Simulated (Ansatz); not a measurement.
**A computed series for PbS: response to strain**

Base system: PbS in the rock salt structure (space group Fm-3m, No. 225; a = 5.975 Å). Axes: x, y, z lie along the cube axes.

Strains are applied to the cell and any free atomic positions relax.

All numbers come from r2SCAN (Ansatz, a first-principles code; PAW; 500 eV plane waves; spin-orbit coupling left out).

Candidates:
(a) tensor shear ε_xy = +1.14 %
(b) tensor shear ε_xy = +0.86 %
(c) tensor shear ε_xy = +1.43 %
(d) tensor shear ε_xy = +0.29 %
(e) tensor shear ε_xy = +0.57 %

For the base:

| Property | Value |
|---|---|
| Band gap | 0.69 eV |

Q: Order them by band gap, highest first.

A: (d) tensor shear ε_xy = +0.29 % (0.66 eV), (e) tensor shear ε_xy = +0.57 % (0.64 eV), (b) tensor shear ε_xy = +0.86 % (0.61 eV), (a) tensor shear ε_xy = +1.14 % (0.58 eV), (c) tensor shear ε_xy = +1.43 % (0.55 eV)

Spin-orbit coupling, missing from the scalar runs, can matter with Pb. Whether these cells are dynamically stable was not tested.
